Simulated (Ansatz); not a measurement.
AgBr (Fm-3m): band-edge transport data

Consider the following.

```xyz
2
Lattice="0.0000 2.8370 2.8370 2.8370 0.0000 2.8370 2.8370 2.8370 0.0000" Properties=species:S:1:pos:R:3 pbc="T T T"
Ag     0.0000     0.0000     0.0000
Br     2.8370     2.8370     2.8370
```

The numbers are results of PBEsol, rigid bands (plane waves, PAW, scalar-relativistic; Ansatz, an electronic-structure program), not measurements. How the cell was made: cell and atoms relaxed with PBEsol.

| Property | Value |
|---|---|
| band gap | 0.50 eV |
| electron conductivity mass (300 K, dilute) | 0.188 mₑ |
| effective density of states N_c (300 K) | 2.0e18 cm⁻³ |
| density-of-states mass, electrons | 0.187 mₑ |
| Seebeck coefficient, n-type 1e19 cm⁻³, 300 K | -109 μV/K |

Rigid bands; masses and Seebeck coefficients take one relaxation time τ for all states and one kind of carrier; polarons and phonon drag are left out. Spin-orbit coupling is left out.
